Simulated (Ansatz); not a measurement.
The starting structures come from a database of crystals and need not be the phases stable at ambient conditions.

By PBEsol, the system below comes out a metal.

A figure of merit of an interconnect metal is its ballistic conductance per area.

Input:

```yaml
crystal:
  lattice:
    - [3.24918, 0.00000, 0.00000]
    - [-1.62459, 5.69727, 0.00000]
    - [0.00000, 0.00000, 4.98374]
  atoms:
    - { symbol: P, position: [0.06936, 0.13872, 0.38271] }
    - { symbol: P, position: [0.93064, 0.86128, 0.88271] }
    - { symbol: P, position: [0.79954, 0.59908, 0.19933] }
    - { symbol: P, position: [0.20046, 0.40092, 0.69933] }
    - { symbol: W, position: [0.40648, 0.81296, 0.50096] }
    - { symbol: W, position: [0.59352, 0.18704, 0.00096] }
```

Space group of this cell: Cmc2_1. The cell is strained (lengths across the current scaled by 1.02, ions clamped); by PBEsol its mean pressure is -10.8 GPa.

The current flows along the normal of the first two printed cell vectors. No spin-orbit coupling; the value is a mean over 0.1 eV about the Fermi level.

Problem. Give the ballistic conductance per area that Ansatz (a first-principles code) with PBEsol yields.

Solution. 0.23 × 10¹⁵ S/m² for both spins.
